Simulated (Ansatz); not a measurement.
# Point-defect migration in zinc-blende GaAs

Some mobile defects of zinc-blende GaAs. The numbers are results of PBE, PAW (plane waves to 420 eV; Ansatz, a program for electronic structure), not measurements.

Barriers are those of the lowest checked hop between equivalent sites, from the lowest site run (climbing-image NEB, static, fixed cells, no finite-size terms; on the finer meshes named, energies are single points at the band's geometries). One hop need not carry long-range diffusion, and untried routes could be lower. Saddle orders were checked for a part of the study's bands only and are not shown. Vacancies start on their lattice site; split forms were not set up. Charge states are imposed.

| Defect | Route | Hop (Å) | Direction in the unit cell | Neighbours at the saddle | Cell |
|---|---|---|---|---|---|
| interstitial Cu, charge +1 | Cu moves farthest | 3.32 | (0.40, 0.40, 0.10) | As at 2.75, 2 As at 2.81, 2 As at 2.95, As at 3.01; 2 Ga at 2.54, Ga at 2.57, Ga at 2.69 Å | 64 sites, 2×2×2 shifted |
| As vacancy, charge +3 | a nearby As jumps into the vacancy | 4.17 | (0.00, -0.51, -0.51) | Ga at 2.39, Ga at 2.76, Ga at 2.80, Ga at 2.99, Ga at 3.02 Å | 64 sites, 2×2×2 shifted |
| interstitial H, charge +1 | H moves farthest | 1.85 | (0.23, 0.00, -0.23) | As at 1.56 Å | 64 sites, 2×2×2 shifted |
| interstitial Zn, charge +2 | Zn moves farthest | 4.05 | (0.50, 0.00, -0.50) | 2 As at 2.60, As at 2.61, As at 3.25, 2 As at 3.27; Ga at 2.58, 2 Ga at 2.60, Ga at 3.06 Å | 64 sites, 2×2×2 shifted |

Order these hops by barrier, lowest first, with values.

interstitial Cu, charge +1: 0.19 eV; interstitial H, charge +1: 0.40 eV; interstitial Zn, charge +2: 0.40 eV; As vacancy, charge +3: 1.95 eV. Gaps under about 0.1 eV are within the calculation's error.
